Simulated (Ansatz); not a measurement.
Defect: interstitial N in monoclinic HfO2, charge state -1. Computed with PBE, PAW (plane waves to 420 eV; Ansatz, a program for electronic structure).

Settings: 96 host sites, the relaxed PBE lattice, the Γ point alone, smearing 0.01 eV, spin-restricted, no image-charge correction. No zero-point or tunnelling terms. Spin-orbit coupling is left out. The charge state is imposed; whether it is stable for some Fermi level was not computed. Sites that were not tried may lie lower.

Barriers: single points on a 2×2×2 k-point mesh shifted by half a step at the bands' geometries.

A. a concerted move, in which O travels most (a rearrangement that moves the defect's centre by under 1 Å); the atom moves 1.70 Å along (-0.13, -0.24, 0.16) of the unit cell; at the start the N atom holds a host O site and a host atom stands off its site; at the end the N atom holds a host O site and a host atom stands off its site; the moving atom starts with neighbours N at 1.51 Å and ends with Hf at 2.11, Hf at 2.19; N at 1.51 Å; saddle order first order.
B. a concerted move, in which N travels most; the atom moves 2.86 Å along (0.41, -0.17, -0.26) of the unit cell; at the start the N atom holds a host O site and a host atom stands off its site; at the end the N atom holds a host O site and a host atom stands off its site; the moving atom starts with neighbours Hf at 2.12; O at 1.43 Å and ends with Hf at 2.12; O at 1.51 Å; the start lies 0.23 eV above the lowest site run; saddle order first order.
C. a concerted move, in which N travels most; the atom moves 2.62 Å along (0.51, -0.01, 0.12) of the unit cell; at the start the N atom holds a host O site and a host atom stands off its site; at the end the N atom holds a host O site and a host atom stands off its site; the moving atom starts with neighbours Hf at 2.12; O at 1.43 Å and ends with Hf at 2.10, 2 Hf at 2.16; O at 1.51 Å; the start lies 0.23 eV above the lowest site run; saddle order inconclusive.

Q: Rank these by forward barrier (lowest first), as PBE, PAW gives it.

A: B (1.19 eV), C (1.59 eV), A (1.77 eV)
